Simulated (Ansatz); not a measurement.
# Effect of electrons 5.0×10^21 cm⁻³ on InP

Start from InP in the wurtzite structure (space group P6_3mc, No. 186; a = 4.1690 Å, c = 6.8456 Å; a model cell, its experimental status unchecked).

Now apply this change: electron doping at 5.0×10^21 cm⁻³ (0.515 per cell), with a uniform compensating background at fixed cell and a 300 K Fermi–Dirac width.

Method: r2SCAN (Ansatz, an electronic-structure program), no SOC. Γ-centred 16×16×9 mesh, Fermi–Dirac width 0.0259 eV.

```json
[
 {"quantity": "gap between the host's bands", "base": "1.10 eV", "changed": "1.04 eV", "shift": "-0.06 eV"},
 {"quantity": "gap character", "base": "direct at Γ", "changed": "direct at Γ", "shift": "–"},
 {"quantity": "Fermi level relative to the doped band's edge (positive inside the band; to 0.05 eV)", "base": "–", "changed": "+1.20 eV", "shift": "–"}
]
```

Final structure:

```xyz
4
Lattice="4.1690 0.0000 0.0000 -2.0845 3.6105 0.0000 0.0000 0.0000 6.8456" Properties=species:S:1:pos:R:3 pbc="T T T"
In     2.0845     1.2035     6.8435
In     0.0000     2.4070     3.4207
P      2.0845     1.2035     4.2820
P      0.0000     2.4070     0.8592
```
Cell charge -0.515214.

Charged cell with a jellium background: band edges are those of the host's band count, energies are not comparable with the neutral cell, and many-body gap narrowing is missing. Whether these cells are dynamically stable was not tested. This is not the structure that InP has at room temperature and ambient pressure.
